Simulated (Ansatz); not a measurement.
Band structure of Ru2C (P6_3/mmc, 6 atoms in the cell).

```
Ru2C
1.0
    3.86680     0.00000     0.00000
   -1.93340     3.34875     0.00000
    0.00000     0.00000     4.73789
C Ru
2 4
Direct
  0.33333   0.66667   0.25000
  0.66667   0.33333   0.75000
  0.00000   0.00000   0.00000
  0.00000   0.00000   0.50000
  0.33333   0.66667   0.75000
  0.66667   0.33333   0.25000
```

Method of the run: PBE (plane waves, PAW; Ansatz, a program for electronic structure).

Settings: basis.ecutwfc = 30.9 Ry; kpoints.mp_grid.grid = 5 5 4; hamiltonian.xc = pbe; hamiltonian.pseudopotentials = {kind: paw} (the program's default PAW files); scf.occupations.method = fermi_dirac; scf.occupations.width = 0.0073 Ry; kpoints.band_path.npoints = 10.

The starting cell was generated: these elements placed on a structure prototype, without a prior relaxation; it need not be a known phase or ordering of this composition. Spin polarisation is off.

Levels in eV from the Fermi level, bands 33 to 40:
| point | 33 | 34 | 35 | 36 | 37 | 38 | 39 | 40 |
|---|---|---|---|---|---|---|---|---|
| Γ | 0.04 | 0.04 | 0.09 | 0.09 | 1.09 | 2.35 | 2.35 | 2.44 |
| M | -1.56 | -0.55 | -0.46 | -0.35 | -0.20 | -0.11 | -0.06 | 1.56 |
| K | -1.50 | -1.50 | -1.08 | -0.46 | -0.46 | 0.50 | 0.50 | 1.61 |
| A | -0.10 | -0.10 | 0.33 | 0.33 | 0.33 | 0.33 | 1.11 | 1.11 |
| L | -0.98 | -0.98 | -0.89 | -0.89 | -0.05 | -0.05 | 0.51 | 0.51 |
| H | -0.86 | -0.86 | -0.84 | -0.84 | -0.03 | -0.03 | 0.92 | 0.92 |

Bands cross the Fermi level along this path, so the cell is metallic at this level.

Keys are those of Ansatz 0.2.
